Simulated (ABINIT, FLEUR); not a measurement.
A FLEUR input for a self-consistent single point of Sb (R-3m, 2 atoms in the cell) (DFT, PBE, all-electron FLAPW (FLEUR), scalar-relativistic valence):

Input of the input generator:

```
Sb FLAPW
&input film=f /
0.8782265666 -0.4782448094 0.0000000244
0.8782265666 0.4782448094 0.0000000244
0.6177947765 0.0000000000 0.7863393760
8.2072224517
1.0 1.0 1.0

2
51 0.2335000000 0.2335000000 0.2335000000
51 0.7665000000 0.7665000000 0.7665000000

&comp jspins=1 /
&kpt div1=8 div2=8 div3=8 gamma=t /
&end /
```

```xml
<?xml version="1.0" encoding="UTF-8" standalone="no"?>
<fleurInput fleurInputVersion="0.39">
   <comment>
      Sb FLAPW                                                                                            
   </comment>
   <calculationSetup>
      <cutoffs Kmax="4.0" Gmax="16.0" GmaxXC="16.0" numbands="0"/>
      <scfLoop itmax="60" minDistance="0.00001" maxIterBroyd="99" imix="Anderson" alpha="0.05" precondParam="0.0" spinf="2.0"/>
      <coreElectrons ctail="T" frcor="F" kcrel="0" coretail_lmax="0"/>
      <xcFunctional name="pbe" relativisticCorrections="F"/>
      <magnetism jspins="1"/>
      <soc l_soc="F" theta="0.0" phi="0.0" spav="F"/>
      <expertModes spex="0" secvar="F"/>
      <geometryOptimization l_f="T" forcealpha="1.0" forcemix="BFGS" epsdisp="0.00001" epsforce="0.00001"/>
      <ldaU l_linMix="F" mixParam="0.05" spinf="1.0"/>
   </calculationSetup>
   <cell>
      <bzIntegration valenceElectrons="30.0" mode="hist" fermiSmearingEnergy="0.00367493">
         <kPointListSelection listName="default-1"/>
         <!-- k-points included here -->
         <xi:include xmlns:xi="http://www.w3.org/2001/XInclude" href="kpts.xml"> </xi:include>
      </bzIntegration>
      <!-- symmetry operations included here -->
      <xi:include xmlns:xi="http://www.w3.org/2001/XInclude" href="sym.xml"> </xi:include>
      <bulkLattice scale="1.0">
         <bravaisMatrix>
            <row-1>    7.2078007950789251    -3.9250615371166675     0.0000002002562278</row-1>
            <row-2>    7.2078007950789251     3.9250615371166675     0.0000002002562278</row-2>
            <row-3>    5.0703791602337835     0.0000000000000000     6.4536621813629687</row-3>
         </bravaisMatrix>
      </bulkLattice>
   </cell>
   <atomSpecies>
      <species name="Antimony (Sb)" element="Sb" atomicNumber="51">
         <mtSphere radius="2.53" gridPoints="873" logIncrement="0.015"/>
         <atomicCutoffs lmax="10" lnonsphr="8"/>
         <electronConfig flipSpins="F">
            <coreConfig>(1s1/2) (2s1/2) (2p1/2) (2p3/2) (3s1/2) (3p1/2) (3p3/2) (4s1/2) (3d3/2) (3d5/2) (4p1/2) (4p3/2)</coreConfig>
            <valenceConfig>(5s1/2) (4d3/2) (4d5/2) (5p1/2) (5p3/2)</valenceConfig>
            <stateOccupation state="(5p1/2)" spinUp="0.5" spinDown="0.5"/>
            <stateOccupation state="(5p3/2)" spinUp="1.0" spinDown="1.0"/>
         </electronConfig>
         <energyParameters s="5" p="5" d="5" f="4"/>
         <lo type="SCLO" l="2" n="4" eDeriv="0"/>
      </species>
   </atomSpecies>
   <atomGroups>
      <atomGroup species="Antimony (Sb)">
         <relPos label="                   1">.2335000000 .2335000000 .2335000000</relPos>
         <relPos label="                   2">-.2335000000 -.2335000000 -.2335000000</relPos>
         <force calculate="T" relaxXYZ="TTT"/>
      </atomGroup>
   </atomGroups>
   <output dos="F" band="F" slice="F">
      <checks vchk="F" cdinf="F"/>
      <bandDOS minEnergy="-.5*Htr" maxEnergy="0.5*Htr" sigma="0.015" storeEVData="T"/>
      <vacuumDOS vacdos="F" integ="F" star="F" nstars="0" locx1="0.0" locy1="0.0" locx2="0.0" locy2="0.0" nstm="0" tworkf="0.0"/>
      <unfoldingBand unfoldBand="F" supercellX="1" supercellY="1" supercellZ="1"/>
      <plotting iplot="0" polar="F">
         <plot TwoD="T" vec1="  1.0  0.0  0.0" vec2="  0.0  1.0  0.0" vec3="  0.0  0.0  1.0" zero="  0.0  0.0  0.0" file="plot"/>
      </plotting>
      <chargeDensitySlicing numkpt="0" minEigenval="0.0" maxEigenval="0.0" nnne="0" pallst="F"/>
      <specialOutput eonly="F"/>
      <magneticCircularDichroism mcd="F" energyLo="-10.0" energyUp="0.0"/>
   </output>
  <!-- We include the file relax.xml here to enable relaxations (see documentation) -->
  <xi:include xmlns:xi="http://www.w3.org/2001/XInclude" href="relax.xml"> <xi:fallback/> </xi:include>
</fleurInput>
```

Task: Write the same calculation as an input for ABINIT.

Result: This is the input that was run; spellings and numerical settings could be chosen otherwise.

```
# Sb, JTH v2.0 PBE PAW
pp_dirpath "./"
pseudos "Sb.GGA_PBE-JTH.xml"
acell 4.3430750863 4.3430750863 4.3430750863 Angstrom
rprim
         0.8782265666   -0.4782448094    0.0000000244
         0.8782265666    0.4782448094    0.0000000244
         0.6177947765    0.0000000000    0.7863393760
natom 2
ntypat 1
znucl 51
typat 1 1
xcart
         4.5499765052    0.0000000000    1.5069302130
        14.9360042452    0.0000000000    4.9467323693
ecut 40 Ry
pawecutdg 80 Ry
pawxcdev 0
ixc 11
occopt 3
tsmear 0.00367493
nband 21
kptopt 1
ngkpt 8 8 8
nshiftk 1
shiftk 0 0 0
nstep 100
tolvrs 1.0e-11
prtwf 0
prtden 0
enunit 2
```

Basis, cutoffs, solver keys and any potentials are the target program's own. This input uses DFT, PBE, plane waves, PAW (JTH v2.0 PBE PAW).

The starting cell has typed, rounded lattice constants, without a prior relaxation at this level. Its lattice was rescaled by a random factor within 2.5 % of one. For this run, on top of that: lattice scaled by 0.98.
